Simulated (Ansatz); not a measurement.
**Bi$_{2}$Pd (space group C2/m, No. 12)**

```
CELL_PARAMETERS angstrom
      6.35063    -2.12592     0.00000
      6.35063     2.12592     0.00000
     -1.23806     0.00000     5.50742
ATOMIC_POSITIONS crystal
  Bi 0.15622 0.15622 0.31556
  Bi 0.84378 0.84378 0.68444
  Bi 0.57327 0.57327 0.79265
  Bi 0.42673 0.42673 0.20735
  Pd 0.22410 0.22410 0.83155
  Pd 0.77590 0.77590 0.16845
```

The values are results of PBEsol in Ansatz (plane waves to 420 eV, PAW, no spin-orbit coupling), not measurements. Γ-centred 12×12×9 mesh, Fermi–Dirac width 0.05 eV.

| Item | Value |
|---|---|
| Volume per atom | 24.79 Å³ |
| Density | 11.71 g/cm³ |
| Band gap | zero |
| Total energy | -10463.819 eV/atom (σ→0; compares only within this code and set-up) |

No phonon test of stability was made. All final runs are without spin polarisation.

Ansatz is a quantum-chemistry and plane-wave program.
